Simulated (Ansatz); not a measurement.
**LaTiO₂N (P2₁, No. 4, 20 atoms in the cell; start mp-775918)**

These are PBEsol (Ansatz, a first-principles code, PAW) values and carry that method's errors.

Settings: plane-wave cutoff 520 eV, 6×6×4 k mesh (along the axes of the cell as run), Fermi–Dirac smearing 0.01 eV, no spin polarisation, scalar-relativistic PAW data made under PBE.

Cell (relaxed at this level):

```xyz
20
Lattice="5.4988 0.0000 -0.0188 0.0000 5.5124 0.0000 -0.0396 0.0000 7.9579" Properties=species:S:1:pos:R:3 pbc="T T T"
La     1.3660     2.8262     1.9182
La     4.0932     0.0701     6.0208
La     1.3470     2.7779     6.0243
La     4.1122     0.0217     1.9148
Ti     4.0521     2.8006     0.0126
Ti     1.4071     0.0444     7.9265
Ti     4.1155     2.7975     3.8582
Ti     1.3437     0.0413     4.0809
N      2.4598     1.6005     8.0435
N      2.9994     4.3567    -0.1044
N      4.1498     2.8810     2.0022
N      1.3094     0.1248     5.9369
O      3.0096     1.0926     3.8672
O      2.4496     3.8488     4.0719
O      5.1698     1.0324     8.0314
O      0.2894     3.7886    -0.0924
O      0.2893     1.6819     3.8767
O      5.1699     4.4381     4.0623
O      4.1673     2.5591     5.9357
O      1.2919     5.3153     2.0034
```

```json
{
 "band_gap": "1.25 eV (on the SCF k mesh)"
}
```

Note: the relaxation could not lower the start's symmetry, so the cell can be a saddle point above a distorted one.

Spin–orbit coupling is not included.

Static lattice: no zero-point or thermal effects.

It cost around 40 core-minutes (rough) of CPU time.

A start named mp-… is a Materials Project structure, which need not be a measured phase.
